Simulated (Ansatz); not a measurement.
Where the default PAW files enter, the runs use the earlier of Ansatz's two default sets.

Crystal: NaF (Fm-3m, rock salt, 2 atoms a cell, 11.9 Å³ an atom); both levels run on this one cell.

Complex bands along the normal of (111) by Ansatz (plane waves, PAW, no spin-orbit coupling). r2SCAN gives a gap of 7.37 eV and a slowest mid-gap decay of 0.567 1/Å.

What does PBE give on the same cell, and what does that do to the current through 2 nm?

Gap 6.54 eV, κ = 0.531 1/Å. The mid-gap transmission through 2 nm changes by exp(2 × 20 × (0.567 − 0.531)) = a factor of 4.2 against r2SCAN.

Ansatz is a program for electronic structure.
